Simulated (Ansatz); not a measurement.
Functionals compared on a constructed model of the (110) surface of bcc W, a pseudomorphic layer of Ge in the host's stacking (bottom of the slab: a bare face, its two planes held), in Ansatz (plane waves, PAW). The structure was relaxed with PBE; the other rows are single points on it. Cutoff 420 eV (500 eV for r2SCAN).

Set-up: 7 atoms, 13.7 Å thick at the start with caps and adatoms (thin: gaps and levels are the slab's own); mesh 14x14x1; 0.1 eV smearing; dipole correction on; 2 atoms held, the rest relaxed; held to the start's symmetry, so lower structures may exist; no spin, no spin-orbit, no U. It is one candidate, not shown to be the stable structure of the face. These notes are the PBE run's.

```json
[
 {"functional": "PBE", "work function of the top face (eV)": "4.74", "rough cost of the single point": "–"},
 {"functional": "RPBE", "work function of the top face (eV)": "4.64", "rough cost of the single point": "roughly 60 core-seconds"},
 {"functional": "r2SCAN", "work function of the top face (eV)": "___", "rough cost of the single point": "very roughly 80 core-seconds"}
]
```

**Question.** Fill in the missing entries.

**Answer.** 
- r2SCAN, work function of the top face (eV): 4.93

Ansatz is a quantum-chemistry and plane-wave program.
